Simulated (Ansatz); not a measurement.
# La2O3 under a change: electrons 3.0×10^21 cm⁻³

Consider La2O3 (space group P-3m1, No. 164; a = 3.9404 Å, c = 6.1880 Å).

Perturbation: 0.250 electrons added to each cell, a density of 3.0×10^21 cm⁻³, with a uniform compensating background at fixed cell and a 300 K Fermi–Dirac width.

The values are results of PBE (Ansatz, a program for electronic structure; PAW; 420 eV plane waves; without spin-orbit coupling), not measurements. k-mesh 14×14×8 (Γ-centred); smearing 0.0259 eV (Fermi–Dirac).

```json
[
 {"quantity": "gap between the host's bands", "base": "3.83 eV", "changed": "3.83 eV", "shift": "-0.008 eV"},
 {"quantity": "gap character", "base": "indirect, L → M", "changed": "indirect, H–A (29 % along) → K", "shift": "–"},
 {"quantity": "Fermi level relative to the doped band's edge (positive inside the band; to 0.05 eV)", "base": "–", "changed": "+0.15 eV", "shift": "–"}
]
```

Final structure:

```
La2O3
1.0
    3.94038     0.00000     0.00000
   -1.97019     3.41247     0.00000
    0.00000     0.00000     6.18796
La O
2 3
Cartesian
  0.00000   2.27498   1.53191
  1.97019   1.13749   4.65605
  0.00000   0.00000   0.00000
  0.00000   2.27498   3.99041
  1.97019   1.13749   2.19755
```
Cell charge -0.249618.

Cost of the whole job for the changed cell (relaxation, final SCF and bands): about 110 core-seconds (a rough figure).

Charged cell with a jellium background: band edges are those of the host's band count, energies are not comparable with the neutral cell, and many-body gap narrowing is missing. Semilocal Kohn–Sham gaps tend to fall short of experiment. Stability against distortions was not tested.
